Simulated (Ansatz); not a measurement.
# What S → Te does to CdS

Consider CdS in the zinc blende structure (space group F-43m, No. 216; a = 5.927 Å).

Perturbation: full substitution S → Te, then cell and atoms are relaxed.

All numbers come from Kohn–Sham DFT with the PBE functional, run in Ansatz (an electronic-structure program) with PAW and 420 eV plane waves, without spin-orbit coupling, earlier PAW set. k-mesh 9×9×9 (Γ-centred); smearing 0.05 eV (Fermi–Dirac), for the changed cell.

* **Volume per atom**: 36.24 Å³ (base 26.03 Å³)
* **Density**: 5.50 g/cm³ (base 4.61 g/cm³)
* **Lattice parameter a**: 6.619 Å (base 5.927 Å)
* **Space group**: F-43m (No. 216) (base F-43m (No. 216))
* **Shortest interatomic distance**: 2.866 Å (base 2.567 Å)
* **Band gap**: 0.58 eV (base 1.04 eV)
* **Gap character**: direct at Γ (base direct at Γ)
* **Width of the top valence band**: 1.94 eV (base 2.02 eV)
* **Electron mass**: 0.053 mₑ (at Γ) (base 0.12 mₑ (at Γ))
* **Hole mass (degenerate bands, along [100])**: 0.053, 0.57, 0.57 mₑ (at Γ) (base 0.13, 0.82, 0.82 mₑ (at Γ))

Final structure:

```
CdTe
1.0
    0.00000     3.30927     3.30927
    3.30927     0.00000     3.30927
    3.30927     3.30927     0.00000
Te Cd
1 1
Direct
  0.75000   0.75000   0.75000
  0.00000   0.00000   0.00000
```

Cost of the whole job for the changed cell (relaxation, final SCF and bands): about 50 core-seconds (a rough figure).

Spin-orbit coupling, missing from the scalar runs, can matter with Te. Effective masses come from finite differences of ±0.01 Å⁻¹. Stability against distortions was not tested.
